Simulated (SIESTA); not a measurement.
Worked example: self-consistent single point of TiB2 (P1, 3 atoms in the cell) in SIESTA.

Method of the run: LDA PW92, numerical atomic orbitals TZP, PseudoDojo LDA standard norm-conserving potentials (rewritten from UPF to PSML) (SIESTA).

```yaml
crystal:
  lattice:
    - [1.51500, -2.62406, 0.00000]
    - [1.51500, 2.62406, 0.00000]
    - [0.00000, 0.00000, 3.23000]
  atoms:
    - { symbol: Ti, position: [0.99067, 0.99826, 0.00354] }
    - { symbol: B, position: [0.33601, 0.65392, 0.47902] }
    - { symbol: B, position: [0.67331, 0.34782, 0.51745] }
```

Reference input (self-consistent single point, DFT, GGA PBE, numerical atomic orbitals TZP, PseudoDojo PBE standard norm-conserving potentials (rewritten from UPF to PSML)): XC.functional = GGA; XC.authors = PBE; potentials = PseudoDojo PBE standard; PAO.BasisSize = TZP; PAO.EnergyShift = 0.005 Ry; MeshCutoff = 300 Ry; kgrid.MonkhorstPack = 8 8 7; OccupationFunction = MP; OccupationMPOrder = 0; ElectronicTemperature = 0.2 eV; MaxSCFIterations = 150; SCF.Mixer.Method = Pulay. This run's input differs from it in these lines:

```diff
@@ -1,2 +1,2 @@
-# files in the folder: Ti.psml B.psml (PseudoDojo PBE standard)
+# files in the folder: Ti.psml B.psml (PseudoDojo LDA standard)
 SystemName  TiB2
@@ -23,4 +23,4 @@
 
-XC.functional                GGA
-XC.authors                   PBE
+XC.functional                LDA
+XC.authors                   PW92
 PAO.BasisSize                TZP
```

Output (repeated stretches shortened):

```
        iscf     Eharris(eV)        E_KS(eV)     FreeEng(eV)     dDmax    Ef(eV) dHmax(eV)
   scf:    1    -1739.879261    -1773.085374    -1773.091790  1.628606 -6.832824 11.830653
   scf:    2    -1781.237958    -1777.998703    -1778.004696  0.189575 -7.533506  4.087892
   scf:    3    -1778.667604    -1778.686298    -1778.691076  0.091783 -8.045102  0.702559
   scf:    4    -1778.564572    -1778.667931    -1778.673137  0.042089 -7.863791  0.951727
   scf:    5    -1778.714897    -1778.707803    -1778.712841  0.017983 -7.972591  0.059202
   scf:    6    -1778.707931    -1778.707924    -1778.712976  0.002359 -7.965405  0.005820
   scf:    7    -1778.707931    -1778.707929    -1778.712978  0.000456 -7.966516  0.003653
   scf:    8    -1778.707923    -1778.707928    -1778.712977  0.000352 -7.965590  0.006423
   scf:    9    -1778.707934    -1778.707931    -1778.712979  0.000223 -7.966523  0.000563
   scf:   10    -1778.707931    -1778.707931    -1778.712979  0.000013 -7.966459  0.000032
SCF Convergence by DM+H criterion
max |DM_out - DM_in|         :     0.0000132573
max |H_out - H_in|      (eV) :     0.0000321251
SCF cycle converged after 10 iterations

Using DM_out to compute the final energy and forces

siesta: E_KS(eV) =            -1778.7079

siesta: E_KS - E_eggbox =     -1778.7079

siesta: Atomic forces (eV/Ang):
     1    0.337981   -0.381134   -0.217397
     2    0.451862    1.199985    0.830464
     3   -0.789852   -0.818896   -0.602160
   Tot   -0.000009   -0.000045    0.010906
   Max    1.199985
   Res    0.691023    sqrt( Sum f_i^2 / 3N )
   Max    1.199985    constrained

Stress tensor Voigt[x,y,z,yz,xz,xy] (kbar):      102.50       72.53      139.60       -2.32       -0.90        6.36
(Free)E + p*V (eV/cell)    -1780.3940
Target enthalpy (eV/cell)    -1778.7130

   [... lines left out ...]
siesta: FreeEng =     -1778.712979
siesta: Cell volume =         25.681383 Ang**3
siesta:        -104.87331413       -134.13739549  kBar
   [... lines left out ...]

              0.062
   3  3.333  -0.106   0.139   0.780  -0.115   0.152  -0.127   0.433   0.140
              0.408   0.379   0.559   0.396   0.066   0.054   0.061   0.051

              0.062

mulliken: Qtot =       18.000

Mulliken Atomic Populations:
Atom #   charge [q] valence [e]  Species
     1     0.665783   11.334217  Ti
     2    -0.332601    3.332601  B
     3    -0.333182    3.333182  B
 Total     0.000000
```

The run converged in 10 iterations. Against the reference run the pressure goes from 0.64 to -10.49 GPa and the largest force goes from 1.571 to 1.528 eV/Å.

The starting cell has typed, rounded lattice constants, without a prior relaxation at this level. Its atoms were displaced at random from the sites of space group no. 191. Spin polarisation is off. Values carry the incompleteness of an atom-centred basis. With a pressure of about -10 GPa the cell is away from its equilibrium volume at this level. Forces in this geometry exceed 1 eV/Å.

Cost on one core of a shared machine: roughly 2 min.
